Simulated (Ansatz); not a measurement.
Worked example: relaxation of the atoms of LiHF2 (R3m, 4 atoms in the cell) in Ansatz (an electronic-structure program).

Level of theory: LDA (PW92), default PAW files made with PBE (plane waves; Ansatz).

The change in words: one atom moved by 0.15 angstrom; relax: default → atoms; relax.f_tol: default → 0.02 eV/Å. Reference geometry:
```yaml
crystal:
  lattice:
    - [1.46258, 0.84442, 4.35359]
    - [-1.46258, 0.84442, 4.35359]
    - [0.00000, -1.68885, 4.35359]
  atoms:
    - { symbol: Li, position: [0.00000, 0.00000, 0.00000] }
    - { symbol: H, position: [0.50000, 0.50000, 0.50000] }
    - { symbol: F, position: [0.41331, 0.41331, 0.41331] }
    - { symbol: F, position: [0.58669, 0.58669, 0.58669] }
```

Reference input (self-consistent single point, DFT, LDA (PW92), plane waves, default PAW files made with PBE): basis.ecutwfc = 420 eV; kpoints.mp_grid.grid = 10 10 10; hamiltonian.xc = lda; hamiltonian.pseudopotentials = {kind: paw} (the program's default PAW files); scf.occupations.method = fixed. This run's input differs from it in these lines:

```diff
@@ -7,3 +7,3 @@
   atoms:
-    - { symbol: Li, position: [0.00000000, 0.00000000, 0.00000000] }
+    - { symbol: Li, position: [0.01148500, 0.01148500, 0.01148500] }
     - { symbol: H, position: [0.50000000, 0.50000000, 0.50000000] }
@@ -23,2 +23,4 @@
     method: fixed
+relax:
+  f_tol: 0.02
 output:
```

Output (repeated stretches shortened):

```
   [... SCF lines of the steps left out ...]
relax step   1: F+E_penalty+E_count = -1808.72469104 eV  Δ(F+E_penalty+E_count) = +0.000e0 eV  max|allowed force component| = 6.677e-1 eV/Å  Δτ_max = 0.0000 Å  (6 SCF iters, dr2 threshold 1.00e-5 eV, accepted)
relax step   2: F+E_penalty+E_count = -1808.74799999 eV  Δ(F+E_penalty+E_count) = -2.331e-2 eV  max|allowed force component| = 4.421e-1 eV/Å  Δτ_max = 0.0270 Å  (5 SCF iters, dr2 threshold 2.79e-5 eV, accepted)
relax step   3: F+E_penalty+E_count = -1808.77057348 eV  Δ(F+E_penalty+E_count) = -2.257e-2 eV  max|allowed force component| = 1.510e-1 eV/Å  Δτ_max = 0.0705 Å  (5 SCF iters, dr2 threshold 1.22e-5 eV, accepted)
relax step   4: F+E_penalty+E_count = -1808.77241677 eV  Δ(F+E_penalty+E_count) = -1.843e-3 eV  max|allowed force component| = 5.519e-2 eV/Å  Δτ_max = 0.0153 Å  (5 SCF iters, dr2 threshold 2.66e-6 eV, accepted)
relax step   5: F+E_penalty+E_count = -1808.77250785 eV  Δ(F+E_penalty+E_count) = -9.107e-5 eV  max|allowed force component| = 7.858e-3 eV/Å  Δτ_max = 0.0022 Å  (4 SCF iters, accepted)
the relaxation is at rest under the 6 symmetry operations that the run kept from its start: a minimum is not shown …
Stability not checked: this state was not tested for a lower state beside it, because too few of the mixer's solves of this state at the end of the SCF gave a …
Free energy (F): -1808.772508 eV
Internal energy: -1808.772508 eV  (E = F + TS)
E sigma→0 (E₀):  -1808.772508 eV
Fermi energy:    -1.069294 eV
--- Forces (eV/Å), atoms counted from 1 ---
  atom   1  Li    -0.00000000    -0.00000000    -0.00002216
  atom   2  H      0.00000000     0.00000000     0.00020520
   [... lines left out ...]
  atoms:
    - { symbol: Li, position: [0.0028717653377081914, 0.002871765337708194, 0.002871765337708195] }
    - { symbol: H, position: [0.502870669976218, 0.502870669976218, 0.5028706699762179] }
    - { symbol: F, position: [0.415589595157917, 0.415589595157917, 0.41558959515791694] }
    - { symbol: F, position: [0.5901529695281567, 0.5901529695281567, 0.5901529695281567] }
```

The run converged. 

Summary of the result:
```
Quantity                                                  Value
------------------------------------------------  -------------
Free energy E − TS (on the zero of these files)   -1808.7725 eV
Top of the valence band (on the code's own zero)       -1.07 eV
Gap on the k-point mesh                                 8.10 eV
Pressure                                              -1.88 GPa
Largest force (vector length)                        0.008 eV/Å
Relaxation steps                                              5
```

The starting cell comes from a database of computed structures (which also holds hypothetical and non-ambient phases and stackings), without a prior relaxation at this level. Its lattice was rescaled by up to half a per cent. For this run, on top of that: one atom moved by 0.15 angstrom. The relaxation keeps the symmetry of its start, so its end need not be a minimum. Ansatz's pressure includes its estimate of the finite-basis (Pulay) stress. Without the estimate this run gives -2.96 GPa.

Keys are those of Ansatz 0.2.
